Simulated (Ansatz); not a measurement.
Functionals compared on O on the (0001) surface of wurtzite GaN (2x2 Ga adatom at T4; a constructed slab, bottom: 3 H on 4 bottom sites), one in a cell of 36 Å², started at the site 'over Ga at depth 1.7 Å', in Ansatz (plane waves, PAW). The structure was relaxed with PBE; the other rows are single points on it, each with its references at the same level. Cutoff 420 eV (500 eV for r2SCAN). The points keep PBE's geometry, so the relaxation of a polaron and the settling of charge on one site are left out.

Host crystal: wurtzite GaN, with a band gap (PBE, scalar-relativistic without spin-orbit coupling).

Slab: 45 atoms, 13.9 Å thick at the start with caps and adatoms under the adsorbate (thin: gaps and levels are the slab's own); k 4x4x1, smearing 0.01 eV, dipole-corrected; 23 atoms held, the rest relaxed; symmetry of the start imposed; spin-polarised, no spin-orbit, no U, no dispersion correction. Its gap by band count is narrow, 0.06 eV on this mesh, and the smearing reaches across it. The starting moment vanished. At the end it is bonded to 2 Ga. In PBE it is, or lies within 0.03 eV of, the lowest of the starts that converged. These notes are the PBE run's. r2SCAN: The program's check for a lower electronic state was not made. Adsorption energies are against ½ O2(g). A negative adsorption energy means that the adsorbate is more stable on the surface than in its reference.

| functional | adsorption energy (eV) |
|---|---|
| PBE | -3.02 |
| RPBE | -2.84 |
| r2SCAN | -3.27 |

Ansatz is a program for electronic structure.
